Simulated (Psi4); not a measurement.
Psi4 1.11, B3LYP/def2-svp: Si(Cl)(NMe2)(SeH)2 (CN(C)[Si](Cl)([SeH])[SeH]), 15 atoms. The geometry is a generated start, not checked to be a minimum at this level.

```yaml
task: energy
method: b3lyp
basis: def2-svp
memory: 3 GB
maxiter: 100
keys_of_the_molecule_block: symmetry c1
scf_type: df (default)
diis_max_vecs: 10 (default)
e_convergence: 1e-06 (default)
d_convergence: 1e-06 (default)
dft_radial_points: 75 (default)
dft_spherical_points: 302 (default)
basis_functions: 182
grid_points: 315299
```

```xyz
15

C     -1.1019     0.3788     1.2625
N     -0.2301    -0.3573     0.3780
C     -0.9382    -1.3509    -0.3961
Si     1.1578     0.4118    -0.2821
Cl     2.1500     1.2764     1.2575
Se     0.5931     2.0478    -1.8515
Se     2.4230    -1.2344    -1.2535
H     -0.5109     1.0088     1.9225
H     -1.6770    -0.3249     1.8681
H     -1.8057     1.0121     0.7054
H     -1.4137    -2.0641     0.2801
H     -0.2390    -1.8933    -1.0332
H     -1.7080    -0.8965    -1.0298
H     -0.3755     2.6563    -0.9772
H      3.6762    -0.6706    -0.8506
```

With the defaults (diis = true, scf_initial_accelerator = adiis, damping_percentage = 0, level_shift = 0, level_shift_cutoff = 0.01, guess = auto, which took SAD, soscf = false, diis_start = 1) it converges in 9 SCF iterations. One run each on 2 threads, with these changes:
- diis_start = 4
- scf_initial_accelerator = none
- scf_initial_accelerator = ediis
- guess = gwh
- diis = false, scf_initial_accelerator = none, damping_percentage = 60
- damping_percentage = 60
- soscf = true
- guess = modhuckel
- level_shift = 0.5, level_shift_cutoff = 0.001

Question: Which runs fail or end elsewhere than the default run?

Answer: No convergence: diis = false, scf_initial_accelerator = none, damping_percentage = 60 (the run ends without SCF convergence in 100 iterations). The rest reach the solution of the defaults.

```csv
setting,SCF iterations,JK calls,end
soscf = true,7,23,same solution
the defaults,9,10,same solution
"level_shift = 0.5, level_shift_cutoff = 0.001",9,10,same solution
scf_initial_accelerator = none,9,10,same solution
scf_initial_accelerator = ediis,9,10,same solution
guess = modhuckel,10,45,same solution
guess = gwh,17,17,same solution
diis_start = 4,17,18,same solution
damping_percentage = 60,59,60,same solution
"diis = false, scf_initial_accelerator = none, damping_percentage = 60",100,101,no convergence
```

An SOSCF iteration holds several JK calls; a Hückel guess adds calls on atoms.
